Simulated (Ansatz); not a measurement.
The structure below was relaxed with PBEsol (Ansatz, a first-principles code), no SOC, at pressure 1.5 GPa.

```
CELL_PARAMETERS angstrom
     -2.52469     2.52469     2.52469
      2.52469    -2.52469     2.52469
      2.52469     2.52469    -2.52469
ATOMIC_POSITIONS crystal
  Rb 0.00000 0.00000 0.00000
```

**Question.** Find the space group and the Wyckoff positions.

**Answer.** Space group Im-3m (No. 229); a = b = c = 5.0494 Å, α = β = γ = 90.00°

```tsv
atom	site	symmetry	x	y	z
Rb	2a	m-3m	0.0000	0.0000	0.0000
```

**Question.** Describe the coordination.

**Answer.** The crystal has 2 atoms in its conventional cell. Cell: a = b = c = 5.0494 Å, α = β = γ = 90.00°. Rb is surrounded by 8 Rb at 4.373 Å and 6 Rb at 5.049 Å. (Neighbours: up to the widest gap in distance over summed covalent radii, below 1.35, at either atom.)

Load acts through the strain it causes; cell and atoms are relaxed under it. No phonon test of stability was made. The cell was made from Rb in the bcc (W type) structure (space group Im-3m, No. 229) by this change: pressure 1.5 GPa.
